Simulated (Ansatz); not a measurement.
## Zn5InGaO8 (model structure, R3m, No. 160, 15 atoms in the cell)

Level of theory: PBEsol+SOC in Ansatz (PAW).

Settings: plane-wave cutoff 520 eV, 20×20×20 k mesh, Fermi–Dirac smearing 0.05 eV, PAW data made under PBE.

Cell (relaxed with PBEsol):

```cif
data_GaInO8Zn5
_chemical_formula_sum 'In1 O8 Zn5 Ga1'
_space_group_name_H-M_alt 'P 1'
_space_group_IT_number 1
_cell_length_a 19.11589
_cell_length_b 19.11589
_cell_length_c 19.11589
_cell_angle_alpha 9.821
_cell_angle_beta 9.821
_cell_angle_gamma 9.821
loop_
_space_group_symop_operation_xyz
  'x, y, z'
loop_
_atom_site_label
_atom_site_type_symbol
_atom_site_fract_x
_atom_site_fract_y
_atom_site_fract_z
_atom_site_occupancy
In1 In 0.00063 0.00063 0.00063 1
O1 O 0.68650 0.68650 0.68650 1
Zn1 Zn 0.72070 0.72070 0.72070 1
O2 O 0.06490 0.06490 0.06490 1
Zn2 Zn 0.09928 0.09928 0.09928 1
O3 O 0.77681 0.77681 0.77681 1
Ga1 Ga 0.81141 0.81141 0.81141 1
O4 O 0.14484 0.14484 0.14484 1
O5 O 0.84612 0.84612 0.84612 1
Zn3 Zn 0.19015 0.19015 0.19015 1
O6 O 0.22464 0.22464 0.22464 1
Zn4 Zn 0.90206 0.90206 0.90206 1
O7 O 0.93654 0.93654 0.93654 1
Zn5 Zn 0.28057 0.28057 0.28057 1
O8 O 0.31486 0.31486 0.31486 1
```

For Zn5InGaO8 (model structure, R3m, No. 160, 15 atoms in the cell), the band gap is 0.86 eV (on the SCF k mesh).

Note: the relaxation could raise the start's symmetry but not lower it, so the cell can be a saddle point.

Computed values are for the static lattice.

Computing time: very roughly 4 core-hours.

A model structure was made by putting elements into a prototype or built by hand; it is no filed structure, need not be a known phase, and can be a saddle point held by its symmetry.

Ansatz is a first-principles code.
